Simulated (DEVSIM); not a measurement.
Device: abrupt Si p-n junction, at 350 K.

Layer 1 from the left is Si, thickness (μm) 4.10, Na (cm⁻³) 2e17, τn (s) 2.6e-6, τp (s) 2.6e-6. Layer 2 from the left is Si, thickness (μm) 250, Nd (cm⁻³) 2.5e17, τn (s) 2.6e-6, τp (s) 2.6e-6.

Left contact: ohmic. Right contact: ohmic. Voltage is applied to the left contact. Recombination: SRH at mid-gap, radiative, Auger. Mobility is μmin + (μ − μmin)/(1 + (N/Nref)^α).

This is a model device: material constants are rounded textbook-type values typed into the input, and sizes, dopings and lifetimes were drawn at random. Values at 300 K; Nc and Nv go as T^1.5, mobilities as T to minus their exponent, the gap by Varshni's rule with the affinity fixed.

Si: gap (eV) 1.124, affinity (eV) 4.05, permittivity 11.7, Nc (cm⁻³) 2.86e19, Nv (cm⁻³) 3.1e19, μn (cm²/Vs) 1417, μp (cm²/Vs) 470, μn,min 52, μp,min 45, Nref,n 9.7e16, Nref,p 2.2e17, αn 0.68, αp 0.72, T exponent of μn 2.3, T exponent of μp 2.2, B (cm³/s) 4.7e-15, Cn (cm⁶/s) 2.8e-31, Cp (cm⁶/s) 9.9e-32, Varshni α (eV/K) 0.000473, Varshni β (K) 636.

Problem. Estimate by hand the built-in potential, the peak field at zero bias, the capacitance at -0.4 V, and compare with a numerical solution.

Solution. 
- Built-in potential: ni = √(Nc Nv) exp(−Eg/2kT) = 3.78e11 cm⁻³ with Eg = 1.111 eV; Vbi = kT/q ln(Na Nd/ni²) = 0.802 V; numerical 0.802 V.
- Peak field at zero bias: depletion approximation: W = √(2εVbi/(qN)) = 0.0966 μm with N = 1.11e17 cm⁻³; field = 2Vbi/W = 166000 V/cm; numerical 160000 V/cm (estimate above by 4.0 %).
- Capacitance at -0.4 V: C = √(qεN / 2(Vbi + |V|)) = 87.6 nF/cm²; numerical 89.9 nF/cm² (estimate below by 2.5 %).

Model (solved in DEVSIM): 1D drift-diffusion, Boltzmann statistics, complete ionisation; no tunnelling, impact ionisation, image-force lowering or self-heating.
